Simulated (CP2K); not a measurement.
# A self-consistent single point of TlCl (Fm-3m, 2 atoms in the cell) with CP2K

Method: LDA (Pade form), GPW, DZVP-MOLOPT-SR-GTH basis, GTH-PADE potentials (GTH_POTENTIALS) run with CP2K.

The input file:

```
&GLOBAL
  PROJECT bulk
  RUN_TYPE ENERGY_FORCE
  PRINT_LEVEL LOW
&END GLOBAL
&FORCE_EVAL
  METHOD Quickstep
  STRESS_TENSOR ANALYTICAL
  &DFT
    BASIS_SET_FILE_NAME BASIS_MOLOPT
    POTENTIAL_FILE_NAME GTH_POTENTIALS
    &QS
      METHOD GPW
      EPS_DEFAULT 1E-10
    &END QS
    &MGRID
      CUTOFF 500
      REL_CUTOFF 60
      NGRIDS 5
    &END MGRID
    &SCF
      SCF_GUESS ATOMIC
      EPS_SCF 1E-6
      MAX_SCF 100
      ADDED_MOS 5
      &DIAGONALIZATION
        ALGORITHM STANDARD
      &END DIAGONALIZATION
      &MIXING
        METHOD BROYDEN_MIXING
        ALPHA 0.3
        NBUFFER 12
      &END MIXING
      &SMEAR ON
        METHOD FERMI_DIRAC
        ELECTRONIC_TEMPERATURE [K] 116.05
      &END SMEAR
    &END SCF
    &KPOINTS
      SCHEME MONKHORST-PACK 5 5 5
    &END KPOINTS
    &XC
      &XC_FUNCTIONAL PADE
      &END XC_FUNCTIONAL
    &END XC
    &PRINT
      &MO
        EIGENVALUES T
        OCCUPATION_NUMBERS T
        NDIGITS 8
        FILENAME mo
        &EACH
          QS_SCF 0
        &END EACH
        ADD_LAST NUMERIC
      &END MO
      &MULLIKEN OFF
      &END MULLIKEN
    &END PRINT
  &END DFT
  &SUBSYS
    &CELL
      ABC 4.55313100 4.55313115 4.55313142
      ALPHA_BETA_GAMMA 59.99999366 59.99999580 59.99999384
      PERIODIC XYZ
    &END CELL
    &COORD
      Tl       0.00000000     0.00000000     0.00000000
      Cl       4.55313150     2.62875150     1.85880800
    &END COORD
    &KIND Tl
      BASIS_SET DZVP-MOLOPT-SR-GTH-q13
      POTENTIAL GTH-PADE-q13
    &END KIND
    &KIND Cl
      BASIS_SET DZVP-MOLOPT-SR-GTH-q7
      POTENTIAL GTH-PADE-q7
    &END KIND
  &END SUBSYS
  &PRINT
    &FORCES ON
    &END FORCES
    &STRESS_TENSOR ON
    &END STRESS_TENSOR
  &END PRINT
&END FORCE_EVAL
```

Output (repeated stretches shortened):

```
 GLOBAL| Method name                                                        CP2K
 GLOBAL| Project name                                                       bulk
 GLOBAL| Run type                                                   ENERGY_FORCE

 TOTAL NUMBERS AND MAXIMUM NUMBERS

  Total number of            - Atomic kinds:                                   2
                             - Atoms:                                          2
                             - Shell sets:                                     2
                             - Shells:                                        12
                             - Primitive Cartesian functions:                 10
                             - Cartesian basis functions:                     44
                             - Spherical basis functions:                     38

  Maximum angular momentum of- Orbital basis functions:                        3
                             - Local part of the GTH pseudopotential:          0
                             - Non-local part of the GTH pseudopotential:      4

 SCF PARAMETERS         Density guess:                                    ATOMIC
                        max_scf:                                             100
                        max_diis:                                              4
                        eps_scf:                                        1.00E-06
                        eps_diis:                                       1.00E-01
                        eps_eigval:                                     1.00E-05
                        level_shift [a.u.]:                             0.000000
                        added MOs                                         5    0
                        Mixing method:                            BROYDEN_MIXING
                                                charge density mixing in g-space
                        Smear method:                                FERMI_DIRAC
                        Electronic temperature [K]:                        116.0
                        Electronic temperature [a.u.]:                  3.68E-04
                        Accuracy threshold:                             1.00E-10
                        No outer SCF

 Extrapolation method: initial_guess

 Number of electrons:                                                         20
 Number of occupied orbitals:                                                 10
 Number of molecular orbitals:                                                15

 Number of orbital functions:                                                 38
 Number of independent orbital functions:                                     38

 SCF WAVEFUNCTION OPTIMIZATION

  Step     Update method      Time    Convergence         Total energy    Change
     1 NoMix/Diag. 0.30E+00      -     0.29487649       -64.9506547839 -6.50E+01
     2 Broy./Diag. 0.30E+00      -     0.06715855       -64.8578127104  9.28E-02
     3 Broy./Diag. 0.30E+00      -     0.05464620       -65.0192691190 -1.61E-01
     4 Broy./Diag. 0.30E+00      -     0.00940429       -65.0508192840 -3.16E-02
     5 Broy./Diag. 0.30E+00      -     0.00638350       -65.0126576190  3.82E-02
     6 Broy./Diag. 0.30E+00      -     0.00075344       -65.0320349447 -1.94E-02
     7 Broy./Diag. 0.30E+00      -     0.00042182       -65.0358800084 -3.85E-03
     8 Broy./Diag. 0.30E+00      -     0.00010422       -65.0369151992 -1.04E-03
     9 Broy./Diag. 0.30E+00      -     0.00002261       -65.0366226707  2.93E-04
    10 Broy./Diag. 0.30E+00      -     0.00000073       -65.0366831219 -6.05E-05

  *** SCF run converged in    10 steps ***

  Electronic density on regular grids:        -19.9999999994        0.0000000006
  Core density on regular grids:               19.9999999979       -0.0000000021
  Total charge density on r-space grids:       -0.0000000015
  Total charge density g-space grids:          -0.0000000015

  Overlap energy of the core charge distribution:               0.00000000000000
  Self energy of the core charge distribution:               -120.39380381515757
  Core Hamiltonian energy:                                     32.93438848842412
  Hartree energy:                                              31.78251462308887
  Exchange-correlation energy:                                 -9.35978241822773
  Electronic entropic energy:                                  -0.00000000000000
  Fermi energy:                                                 0.10987520695690

  Total energy:                                               -65.03668312187231
  Total energy (extrapolated to T->0):                        -65.03668312187231

 ENERGY| Total FORCE_EVAL ( QS ) energy [hartree]            -65.036693516532551

 FORCES| Atomic forces [hartree/bohr]
 FORCES|   Atom     x               y               z               |f|
 FORCES|      1  7.11612606E-12  1.00049328E-11  5.26526774E-12   1.33589287E-11
 FORCES|      2 -7.15093511E-12 -1.00353554E-11 -5.29879811E-12   1.34134817E-11
 FORCES| Sum    -3.48090433E-14 -3.04225577E-14 -3.35303790E-14
 FORCES| Total atomic force                                       5.71094372E-14

 STRESS| Analytical stress tensor [bar]
 STRESS|                        x                   y                   z
 STRESS|      x       -2.27170137278E+04   1.10194163357E-01   7.79149945538E-02
 STRESS|      y        1.10194163357E-01  -2.27171957909E+04   2.44348351931E-02
 STRESS|      z        7.79149945538E-02   2.44348351931E-02  -2.27171856645E+04
 STRESS| 1/3 Trace                                            -2.27171317277E+04
```

The run converged in 10 iterations.

The starting cell comes from a database of computed structures (which also holds hypothetical and non-ambient phases and stackings), without a prior relaxation at this level. Values carry the incompleteness of an atom-centred basis.
